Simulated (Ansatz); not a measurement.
## PbSe: response to strain

Consider PbSe in the rock salt structure (space group Fm-3m, No. 225; a = 6.102 Å). Axes: x, y, z lie along the cube axes.

Strains are applied to the cell and any free atomic positions relax.

Method: Ansatz (a first-principles code) PBEsol, scalar-relativistic without spin-orbit coupling.

### Question
Only one of these has no band gap. Which?
A. tensor shear ε_xy = +0.57 %
B. tensor shear ε_xy = +0.29 %
C. tensor shear ε_xy = +1.14 %
D. tensor shear ε_xy = +2.00 %

### Answer
D, tensor shear ε_xy = +2.00 %. Computed: tensor shear ε_xy = +0.57 %: 0.11 eV; tensor shear ε_xy = +1.14 %: 0.06 eV; tensor shear ε_xy = +2.00 %: zero; tensor shear ε_xy = +0.29 %: 0.14 eV

The mesh was chosen for an insulator and is coarse for the gapless case. With Pb present, leaving out spin-orbit coupling can change the band edges. Whether these cells are dynamically stable was not tested. All final runs are without spin polarisation. The zero or small gap of PbSe can change with the level of theory.
